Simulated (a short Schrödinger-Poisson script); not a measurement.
System: gated Al0.4Ga0.6N/GaN polarisation-induced gas, at 20 K.

| layer | material | thickness (nm) | Na (cm⁻³) |
|---|---|---|---|
| 1 | Al0.4Ga0.6N | 10 | - |
| 2 | GaN | 6000 | 9e14 |

The device is made up for the run: typed textbook-type constants, with dimensions and the other settings drawn at random. Al0.4Ga0.6N: permittivity 9.26, conduction-band edge (eV) 0.58, gap (eV) 4.258, electron mass (mₑ) 0.248, Nv at 300 K (cm⁻³) 4.6e19. GaN: permittivity 9.5, conduction-band edge (eV) 0, gap (eV) 3.43, Nv at 300 K (cm⁻³) 4.6e19.

Channel valleys (confinement mass, in-plane density-of-states mass, number): Γ 0.2, 0.2, 1. At the gate the conduction-band edge of layer 1 lies 1.36 eV − eVg above the Fermi level of the channel; the field vanishes at the back. Sheet of polarisation charge: +2e13 e/cm² at 10 nm from the gate. The barrier under the gate holds no holes. Gaps are held at their typed values at every temperature. Mesh 0.08 nm at interfaces.

From a short Schrödinger-Poisson script (our own, NumPy): 1D Poisson equation in equilibrium, electrons quantum, Hartree (BenDaniel-Duke, 40 states a valley, the channel's in-plane mass for all, wave functions free to enter the barrier), parabolic valleys, classical holes, full ionisation, no traps, pinning or gate leakage.

The same stack at other levels of the model or other numerical settings:

| run | sheet density of all electrons at Vg = 0.5 V (cm⁻²) | sheet density of all electrons at Vg = -2 V (cm⁻²) | capacitance at Vg = 0.5 V (μF/cm²) | centroid of the channel electrons at Vg = 0.5 V (nm) | rough cost against the base |
|---|---|---|---|---|---|
| base | 1.59e13 | 4.43e12 | 0.756 | 1.65 | about 1 |
| electrons treated as classical, Boltzmann | 1.81e13 | 5.47e12 | 0.813 | 0.11 | 0.02 |
| electrons treated as classical, Fermi-Dirac | 1.59e13 | 4.65e12 | 0.734 | 1.44 | 0.1 |
| electrons treated as quantum, Hartree plus LDA exchange-correlation | 1.61e13 | 4.60e12 | 0.760 | 1.52 | 2 |
| mesh six times as coarse | 1.59e13 | 4.43e12 | 0.757 | 1.60 | 0.3 |
| one subband a valley | 1.58e13 | 4.43e12 | 0.748 | 1.35 | 0.5 |

The classical rows ignore confinement, and Boltzmann statistics overrate the density once the band edge passes the Fermi level.
